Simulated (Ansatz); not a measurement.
Consider SnSe$_{2}$ in the CdI2 type structure (space group P-3m1, No. 164; layered, stacked along the Cartesian z axis).

```cif
data_Se2Sn
_chemical_formula_sum 'Sn1 Se2'
_space_group_name_H-M_alt 'P 1'
_space_group_IT_number 1
_cell_length_a 3.84028
_cell_length_b 3.84028
_cell_length_c 6.00569
_cell_angle_alpha 90.000
_cell_angle_beta 90.000
_cell_angle_gamma 120.000
loop_
_space_group_symop_operation_xyz
  'x, y, z'
loop_
_atom_site_label
_atom_site_type_symbol
_atom_site_fract_x
_atom_site_fract_y
_atom_site_fract_z
_atom_site_occupancy
Sn1 Sn 0.00000 0.00000 0.00000 1
Se1 Se 0.33333 0.66667 0.26533 1
Se2 Se 0.66667 0.33333 0.73467 1
```

The values are results of PBE-D3(BJ), PAW, 420 eV (Ansatz, a quantum-chemistry and plane-wave program; no SOC), not measurements.

For the base:

Pressure: 0.00 GPa

Now apply this change: the cell is scaled by 1.0532 in all directions, atoms relaxed at fixed cell.

Q: What does the calculation give for the pressure, electron mass and largest internal atomic displacement after the change?

A: The pressure (mean of the normal stresses, compression positive) goes from zero to -4.26 GPa; the electron mass amounts to 0.056 mₑ along c, 0.094 mₑ across (at Γ); the largest internal atomic displacement is 0.139 Å.

The levels and masses belong to the bands next to the band gap. The cells carry an imposed strain or load. Masses are band curvatures over ±0.01 Å⁻¹ around the edge. Stability against distortions was not tested.
